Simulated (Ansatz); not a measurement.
System: La₂Ti₂O₇ (model structure, started from the pyrochlore type, Fd-3m, No. 227, 22 atoms in the cell). Method: r²SCAN (Ansatz, a program for electronic structure, PAW).

The input as run:

Ansatz 0.2 input:
```yaml
crystal:
  lattice:
    - [0.0, 5.1827575611, 5.1827575611]
    - [5.1827575611, 0.0, 5.1827575611]
    - [5.1827575611, 5.1827575611, 0.0]
  atoms:
    - { symbol: La, position: [0.125, 0.125, 0.125] }
    - { symbol: La, position: [0.125, 0.125, 0.625] }
    - { symbol: La, position: [0.125, 0.625, 0.125] }
    - { symbol: La, position: [0.625, 0.125, 0.125] }
    - { symbol: Ti, position: [0.625, 0.625, 0.625] }
    - { symbol: Ti, position: [0.625, 0.625, 0.125] }
    - { symbol: Ti, position: [0.625, 0.125, 0.625] }
    - { symbol: Ti, position: [0.125, 0.625, 0.625] }
    - { symbol: O, position: [0.5520702905, 0.9479297095, 0.9479297095] }
    - { symbol: O, position: [0.9479297095, 0.5520702905, 0.5520702905] }
    - { symbol: O, position: [0.9479297095, 0.5520702905, 0.9479297095] }
    - { symbol: O, position: [0.5520702905, 0.9479297095, 0.5520702905] }
    - { symbol: O, position: [0.9479297095, 0.9479297095, 0.5520702905] }
    - { symbol: O, position: [0.5520702905, 0.5520702905, 0.9479297095] }
    - { symbol: O, position: [0.6979297095, 0.3020702905, 0.6979297095] }
    - { symbol: O, position: [0.3020702905, 0.6979297095, 0.3020702905] }
    - { symbol: O, position: [0.3020702905, 0.6979297095, 0.6979297095] }
    - { symbol: O, position: [0.6979297095, 0.3020702905, 0.3020702905] }
    - { symbol: O, position: [0.3020702905, 0.3020702905, 0.6979297095] }
    - { symbol: O, position: [0.6979297095, 0.6979297095, 0.3020702905] }
    - { symbol: O, position: [0.0, 0.0, 0.0] }
    - { symbol: O, position: [0.25, 0.25, 0.25] }
basis:
  ecutwfc: 560
  ecutrho_ratio: 4
  xc_grid: 3
kpoints:
  mp_grid: { grid: [6, 6, 6] }
  band_path:
    path:
      - [0.0, 0.0, 0.0]
      - [0.1, 0.0, 0.1]
      - [0.2, 0.0, 0.2]
      - [0.3, 0.0, 0.3]
      - [0.4, 0.0, 0.4]
      - [0.5, 0.0, 0.5]
      - [0.625, 0.25, 0.625]
      - [0.375, 0.375, 0.75]
      - [0.3125, 0.3125, 0.625]
      - [0.25, 0.25, 0.5]
      - [0.1875, 0.1875, 0.375]
      - [0.125, 0.125, 0.25]
      - [0.0625, 0.0625, 0.125]
      - [0.125, 0.125, 0.125]
      - [0.25, 0.25, 0.25]
      - [0.375, 0.375, 0.375]
      - [0.5, 0.5, 0.5]
      - [0.5, 0.416667, 0.583333]
      - [0.5, 0.333333, 0.666667]
      - [0.5, 0.25, 0.75]
      - [0.5, 0.125, 0.625]
    npoints: 1
hamiltonian:
  xc: r2scan
  dispersion: none
  pseudopotentials: { kind: paw }
scf:
  occupations: { method: fermi_dirac, width: 0.01 }
  convergence: { dr2_threshold: 0.0000000022 }
output:
  forces: true
  stress: true
  eigenvalues: true
  write_bands: true
```

Question: How many irreducible k-points, plane waves at Γ does the program set up, and what pressure does the run end with?

Answer: 16 irreducible k-points, 8393 plane waves at Γ; P = 3.39 GPa, so the cell is compressed on average and its volume would grow at this level.

Output (set-up and result lines):

```
Crystal: 22 atoms, lattice volume = 278.428 Å³
Basis set: ecut = 560 eV, 8393 PW (Γ), exchange–correlation on 180×180×180 points (27 copies of the dense FFT grid, shifted against one another)
Bands: 110, of which v1, the nominal top of the filled ones, is band 88 counted from 1 (87 counted from 0)
Symmetry: 48 space group operations
Space group: Fd-3m (ITA 227), of the structure as read, at distance tolerance 6.5e-5 Å
k-points: 16 of 216
Functional: x = r2scan, c = r2scan; τ floored in thin density (d = 2e-4 eV/Å³)
SCF iter   1: F=—  HF=-43078.279707 eV  |F-HF|=—  |Δ(HF+E_count)|=         —  Δρ=1.95e-2  dr2=1.28e0  dr2_τ=1.16e0
SCF iter   2: F=—  HF=-43078.714478 eV  |F-HF|=—  |Δ(HF+E_count)|=   4.35e-1  Δρ=9.50e-3  dr2=1.75e-1  dr2_τ=6.13e-2
  ...
SCF iter   9: F=—  HF=-43078.687380 eV  |F-HF|=—  |Δ(HF+E_count)|=   6.94e-8  Δρ=2.04e-6  dr2=1.13e-8  dr2_τ=7.27e-10
SCF iter  10: F=-43078.687380 eV  HF=-43078.687380 eV  |F-HF|=7.28e-11  |Δ(HF+E_count)|=   4.70e-9  Δρ=3.26e-7  dr2=3.17e-10  dr2_τ=2.18e-11
SCF 1 converged in 10 iterations: F = -43078.687380 eV  dr2 = 3.17e-10
SCF converged after 10 iterations
Free energy (F): -43078.687380 eV
  ...
E sigma→0 (E₀):  -43078.687380 eV
Fermi energy:    11.234207 eV
--- Forces (eV/Å), atoms counted from 1 ---
  atom   1  La     0.00000000     0.00000000     0.00000000
  atom   2  La    -0.00000000     0.00000000    -0.00000000
  atom   3  La    -0.00000000    -0.00000000     0.00000000
  atom   4  La     0.00000000    -0.00000000    -0.00000000
  atom   5  Ti     0.00000000    -0.00000000     0.00000000
  atom   6  Ti     0.00000000    -0.00000000     0.00000000
  atom   7  Ti     0.00000000    -0.00000000    -0.00000000
  atom   8  Ti     0.00000000     0.00000000     0.00000000
  atom   9  O     -0.09127777    -0.00000000     0.00000000
  atom  10  O      0.09127777     0.00000000    -0.00000000
  atom  11  O      0.00000000    -0.09127777    -0.00000000
  atom  12  O      0.00000000     0.09127777    -0.00000000
  atom  13  O      0.00000000     0.00000000    -0.09127777
  atom  14  O     -0.00000000    -0.00000000     0.09127777
  atom  15  O      0.00000000    -0.09127777     0.00000000
  atom  16  O     -0.00000000     0.09127777    -0.00000000
  atom  17  O     -0.09127777    -0.00000000     0.00000000
  atom  18  O      0.09127777     0.00000000    -0.00000000
  atom  19  O      0.00000000    -0.00000000     0.09127777
  atom  20  O     -0.00000000    -0.00000000    -0.09127777
  atom  21  O     -0.00000000     0.00000000    -0.00000000
  atom  22  O      0.00000000    -0.00000000     0.00000000
--- Stress (GPa, compression-positive) ---
        3.393433      -0.000000      -0.000000
       -0.000000       3.393433       0.000000
        0.000000      -0.000000       3.393433
  P = ⅓ Tr σ = 3.3934 GPa (33.934 kbar)
```

The PAW data were made under PBE.

Note: the relaxation could raise the start's symmetry but not lower it, so the cell can be a saddle point. Note: cell and atoms aren't relaxed at this level (largest force component 0.09 eV/Å, pressure 3.4 GPa).

The result took very roughly 2.1 core-minutes.

A model structure was made by putting elements into a prototype or built by hand; it is no filed structure, need not be a known phase, and can be a saddle point held by its symmetry.
